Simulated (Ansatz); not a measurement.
The reference is Al₂Au (space group Fm-3m, No. 225; a = 6.060 Å).

Method: Ansatz (a program for electronic structure), PBE, PAW, cutoff 420 eV, no spin-orbit coupling.

Base values:

The shortest interatomic distance is 2.624 Å.

The change: a hydrostatic pressure of 9 GPa.

Question: What happens to the shortest interatomic distance?

Answer: The shortest interatomic distance shrinks by 0.062 Å (2.624 Å → 2.562 Å).

Load acts through the strain it causes; cell and atoms are relaxed under it. Stability against distortions was not tested. No other phases were tried under pressure.
